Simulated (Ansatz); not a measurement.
Start from SbO₂ (space group C2/c, No. 15).

```xyz
12
Lattice="6.0336 -2.4349 0.0000 6.0336 2.4349 0.0000 -1.3742 0.0000 5.2299" Properties=species:S:1:pos:R:3 pbc="T T T"
Sb     5.0029     1.0684     3.9224
Sb     5.6900    -1.0684     1.3075
Sb     3.0168     1.2175     0.0000
Sb     2.3297    -1.2175     2.6150
O      4.8595     0.4241     0.1705
O      5.8334    -0.4241     5.0594
O      6.5205     0.4241     2.4444
O      4.1724    -0.4241     2.7855
O      8.6572     0.2568     4.3292
O      2.0357    -0.2568     0.9007
O      1.3486     0.2568     3.5156
O      9.3443    -0.2568     1.7143
```

Cartesian axes are those of the cell as printed.

All numbers come from Ansatz (a quantum-chemistry and plane-wave program), PBEsol, PAW, cutoff 420 eV, scalar-relativistic without spin-orbit coupling.

The change: a pure shear with ε_xy = ε_yx = 0.0183, atoms relaxed at fixed cell.

Q: Predict the stress tensor and what it implies for the stiffness.

A: Stress of the strained cell less that of the base (GPa, compression positive):
```
   0.22   -1.94   -0.02
  -1.94    0.10    0.37
  -0.02    0.37    0.15
```

Then −Δσ/γ with γ = 2ε = 0.0366 gives secant stiffness values (nonlinear terms included at this strain): C66 ≈ 53 GPa.

Whether these cells are dynamically stable was not tested.
